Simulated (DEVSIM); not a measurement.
Structure: W/SiO2/n-Si capacitor, at 300 K.

Layer 1 from the left is SiO2, thickness (nm) 15.0. Layer 2 from the left is Si, thickness (nm) 520, Nd (cm⁻³) 1.2e18.

Metal gate on the left, work function 4.6 eV. Fixed charge at the semiconductor interface 6.9e10 cm⁻² (in units of +e); interface traps 1e12 cm⁻² eV⁻¹, uniform in energy, neutral level at 0.7 of the gap above the valence band.

Constants are typed, rounded textbook-type inputs, not results; the design itself was drawn at random and stands for no fabricated device. Values at 300 K.

SiO2: gap (eV) 9, affinity (eV) 0.9, permittivity 3.9. Si: gap (eV) 1.124, affinity (eV) 4.05, permittivity 11.7, Nc (cm⁻³) 2.86e19, Nv (cm⁻³) 3.1e19.

Simulated with DEVSIM: 1D Poisson equation in equilibrium, Boltzmann statistics, complete ionisation; no quantum confinement or tunnelling. Metal contacts follow the ideal Schottky-Mott rule: no Fermi-level pinning, no interface dipoles.

**Question.** What does the simulation give for the minimum of the low-frequency capacitance, the flat-band voltage?

**Answer.** minimum of the low-frequency capacitance 0.159 μF/cm²; flat-band voltage 0.60 V.
